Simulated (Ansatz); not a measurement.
The (011) surface of MnP-type NiSi in its 1x1 cell (cut with top plane 2 Si, bottom plane 2 Si), outermost plane spacing 0.78 Å in the ideal cut

Method: r2SCAN, at the PBE geometry (plane waves to 500 eV, PAW; Ansatz, a program for electronic structure).

Slab: 32 atoms, Ni16Si16, 10.6 Å thick at the start; k 7x6x1, smearing 0.1 eV, dipole-corrected; single point; on the structure that PBE left under its start's symmetry; no spin (magnetic order not tried), no spin-orbit, no U.

```
Quantity                                              Value
-----------------------------------  ----------------------
surface energy (mean of both faces)               1.69 J/m²
work function of the top face                       4.79 eV
cost                                 roughly 9 core-minutes
```
